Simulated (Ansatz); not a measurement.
Consider Os-vacancy pair (Os on one host Mo site, one Mo site vacant) in bcc Mo, neutral cell. The step: Os and the vacancy change places (Os-vacancy distance between ideal sites 2.74 Å throughout); the atom moves 2.76 Å along (0.50, 0.50, 0.50) of the unit cell; the moving atom starts with neighbours Mo at 2.70, 2 Mo at 2.73, 4 Mo at 2.74, 3 Mo at 3.13, 2 Mo at 3.15, Mo at 3.18 Å and ends with Mo at 2.70, 2 Mo at 2.73, 4 Mo at 2.74, 3 Mo at 3.13, 2 Mo at 3.15, Mo at 3.18 Å. A PBE band in Ansatz (plane-wave PAW, a 2×2×3 k-point mesh shifted by half a step, 36 host sites, 27 SCF runs with any check of the saddle's order, static, no finite-size correction) gives a forward barrier of 1.11 eV. The saddle point's order was not checked, and it lies on a symmetry element of the cell, where a band can be held. Forms of the defect that were not tried may lie lower.

Single points at the band's start and saddle point can refine it. Rough cost of one point, in units of the band's mean SCF on the same machine:

```json
[
 {"Level": "PBE, a 3×3×5 k-point mesh shifted by half a step", "Cost of one point": "about 3"},
 {"Level": "r2SCAN at 500 eV, a 2×2×3 k-point mesh shifted by half a step", "Cost of one point": "under 2"}
]
```

Which of these move the barrier by more than 0.1 eV, and how far does each move it?

PBE, a 3×3×5 k-point mesh shifted by half a step: +0.05 eV; r2SCAN at 500 eV, a 2×2×3 k-point mesh shifted by half a step: +0.14 eV. Each functional is compared with PBE at the same k-points.

Ansatz is a program for electronic structure.
